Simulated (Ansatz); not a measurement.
The starting structures come from a database of crystals and need not be the phases stable at ambient conditions.

```yaml
crystal:
  lattice:
    - [3.25773, 0.00000, 0.00000]
    - [-1.62887, 2.82296, 0.00000]
    - [0.00000, 0.00494, 15.46054]
  atoms:
    - { symbol: Mg, position: [0.66690, 0.33380, 0.64800] }
    - { symbol: Mg, position: [0.66660, 0.33320, 0.97920] }
    - { symbol: Mg, position: [0.00000, 0.00000, 0.81380] }
    - { symbol: Mg, position: [0.00120, 0.00240, 0.48210] }
    - { symbol: Mg, position: [0.99880, 0.99760, 0.14740] }
    - { symbol: Mg, position: [0.33320, 0.66640, 0.31390] }
    - { symbol: O, position: [0.66670, 0.33340, 0.85160] }
    - { symbol: O, position: [0.66770, 0.33540, 0.52040] }
    - { symbol: O, position: [0.99970, 0.99940, 0.01840] }
    - { symbol: O, position: [0.00010, 0.00020, 0.68600] }
    - { symbol: O, position: [0.00000, 0.00000, 0.35310] }
    - { symbol: O, position: [0.33220, 0.66440, 0.18610] }
```

Space group of this cell: Cm. The cell is taken as given.

Level of theory: r2SCAN (plane waves, PAW; Ansatz, a first-principles code).

The current runs along the normal of the first two printed vectors; no spin-orbit coupling. Scaled by the factor s: both lengths across the current (ions clamped). The meshes follow the cell: 12×12×2 and 12×12 across at s = 0.98, 10×10×2 and 10×10 across at s = 1.00, 10×10×2 and 10×10 across at s = 1.02.

```json
[
 {"s": "0.98", "mean pressure (GPa)": "5.7", "band gap (eV)": "?"},
 {"s": "1.00", "mean pressure (GPa)": "0.0", "band gap (eV)": "4.27"},
 {"s": "1.02", "mean pressure (GPa)": "-4.6", "band gap (eV)": "4.00"}
]
```

### Question
Take the slope of the band gap against ln s from the two given rows, extrapolate to s = 0.98, and say what the run there gives.

### Answer
Slope = (4.00 − 4.27) / ln 1.02 = -13.6 eV. The line gives 4.27 + (-13.6) × ln 0.98 = 4.55 eV. The run gives 4.56 eV, 0.01 eV over the line, 5 % of the predicted step.
